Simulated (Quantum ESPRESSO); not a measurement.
Input and output of a self-consistent single point for MgH₂ (Pa-3, 12 atoms in the cell) (Quantum ESPRESSO).

Method of the run: PBEsol, GBRV 1.5 ultrasoft (PBESOL) pseudopotentials (plane waves; Quantum ESPRESSO).

```xyz
12
Lattice="4.7892 0.0000 0.0000 0.0000 4.7892 0.0000 0.0000 0.0000 4.7892" Properties=species:S:1:pos:R:3 pbc="T T T"
Mg     2.3946     2.3946     0.0000
Mg     0.0000     2.3946     2.3946
Mg     0.0000     0.0000     0.0000
Mg     2.3946     0.0000     2.3946
H      0.7474     4.0418     1.6472
H      4.0418     0.7474     3.1420
H      1.6472     0.7474     4.0418
H      3.1420     4.0418     0.7474
H      3.1420     3.1420     3.1420
H      1.6472     1.6472     1.6472
H      4.0418     1.6472     0.7474
H      0.7474     3.1420     4.0418
```

Reference input (self-consistent single point, DFT, PBEsol, plane waves, GBRV 1.5 ultrasoft (PBESOL) pseudopotentials): ecutwfc = 40 Ry; ecutrho = 200 Ry; occupations = smearing; smearing = gaussian; degauss = 0.000734986 Ry; potentials = {Mg: mg_pbesol_v1.4.uspp.F.UPF, H: h_pbesol_v1.4.uspp.F.UPF}; K_POINTS = automatic 6 6 6 0 0 0; conv_thr = 1e-10 Ry. This run's input differs from it in these lines:

```diff
@@ -38,3 +38,3 @@
 K_POINTS automatic
-6 6 6  0 0 0
+5 5 5  0 0 0
 CELL_PARAMETERS bohr
```

Log, with long lists cut:

```
     Self-consistent Calculation

     iteration #  1     ecut=    40.00 Ry     beta= 0.70

     total energy              =    -509.62159107 Ry
     estimated scf accuracy    <       1.06207934 Ry

     iteration #  2     ecut=    40.00 Ry     beta= 0.70

     total energy              =    -509.81128968 Ry
     estimated scf accuracy    <       0.02078327 Ry

     iteration #  3     ecut=    40.00 Ry     beta= 0.70

     total energy              =    -509.81350631 Ry
     estimated scf accuracy    <       0.00072488 Ry

   [... 2 blocks of this kind left out ...]

     iteration #  6     ecut=    40.00 Ry     beta= 0.70

     total energy              =    -509.81353794 Ry
     estimated scf accuracy    <       0.00000006 Ry

     iteration #  7     ecut=    40.00 Ry     beta= 0.70
     End of self-consistent calculation

     the Fermi energy is     6.1952 ev

!    total energy              =    -509.81353796 Ry
     estimated scf accuracy    <          2.9E-11 Ry
     smearing contrib. (-TS)   =      -0.00000000 Ry
     internal energy E=F+TS    =    -509.81353796 Ry

     convergence has been achieved in   7 iterations

     Forces acting on atoms (cartesian axes, Ry/au):

     atom    1 type  1   force =    -0.00000000   -0.00000000   -0.00000000
     atom    2 type  1   force =     0.00000000    0.00000000    0.00000000
     atom    3 type  1   force =     0.00000000   -0.00000000   -0.00000000
     atom    4 type  1   force =    -0.00000000   -0.00000000    0.00000000
     atom    5 type  2   force =    -0.00103944    0.00103944    0.00103944
   [... lines left out ...]

     Total force =     0.005092     Total SCF correction =     0.000000

          total   stress  (Ry/bohr**3)                   (kbar)     P=       -1.76
  -0.00001199   0.00000000   0.00000000           -1.76        0.00        0.00
   0.00000000  -0.00001199   0.00000000            0.00       -1.76        0.00
   0.00000000   0.00000000  -0.00001199            0.00        0.00       -1.76

   JOB DONE.
```

The run converged in 7 iterations. Against the reference run the free energy is nearly the same (within 1 meV/atom), the pressure stays at -0.18 GPa, the largest force stays at 0.046 eV/Å and the gap on the mesh goes from 2.423 to 2.368 eV.

The starting cell comes from a database of computed structures (which also holds hypothetical and non-ambient phases and stackings), without a prior relaxation at this level.
